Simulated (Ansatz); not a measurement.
Structures of equal composition on the (111) surface of fcc Pd: one row in 3 of the top plane missing; (√3x√3)R30°, one Pd site of the top plane empty. The slabs share one bottom face, and each structure is named by its start. These are constructed structures in small cells; real faces may alloy, dewet or reconstruct in larger ones, and not all known structures of the face are among them. Slabs of about 11 Å with all that they carry, Fermi-Dirac smearing of 0.1 eV. Bottom of the slabs: a bare face, its two planes held. Relaxed from the named starts with such symmetry as they have, on meshes of like density; energies extrapolated to zero smearing; no spin-orbit coupling, no U. Spin-polarised runs, if any, are marked in brackets, and their order is one that fits the cell; the others ran without spin. The cells differ, so small differences also carry the error of unlike k-meshes.

Method: PBE (plane waves to 420 eV, PAW; Ansatz, a program for electronic structure).

**Question.** Put the candidates in order of energy per 1x1 cell, lowest first, for PBE.

**Answer.** one row in 3 of the top plane missing (0.00 eV), (√3x√3)R30°, one Pd site of the top plane empty (0.08 eV)
